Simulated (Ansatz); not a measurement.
System: stishovite (SiO2). Method: HSE06 (PAW; Ansatz, a first-principles code).

Numerical settings: plane-wave cutoff 460 eV, 6×6×8 k mesh (along the axes of the cell as run), Fermi–Dirac smearing 0.01 eV, scalar-relativistic PAW data made under PBE.

Cell (measured lattice):

```
CELL_PARAMETERS angstrom
      4.17900     0.00000     0.00000
      0.00000     4.17900     0.00000
      0.00000     0.00000     2.66490
ATOMIC_POSITIONS crystal
  Si 0.00000 0.00000 0.00000
  Si 0.50000 0.50000 0.50000
  O  0.30566 0.30566 0.00000
  O  0.80566 0.19434 0.50000
  O  0.19434 0.80566 0.50000
  O  0.69434 0.69434 0.00000
```

**Question.** Estimate the band gap that the calculation returns.

**Answer.** 
band gap: 7.73 eV (on the SCF k mesh) (direct)

Note: cell and atoms aren't relaxed at this level (largest force component 0.08 eV/Å, pressure -0.6 GPa).

Computed values are for the static lattice.

Cost on a shared machine: around 110 core-seconds (rough).
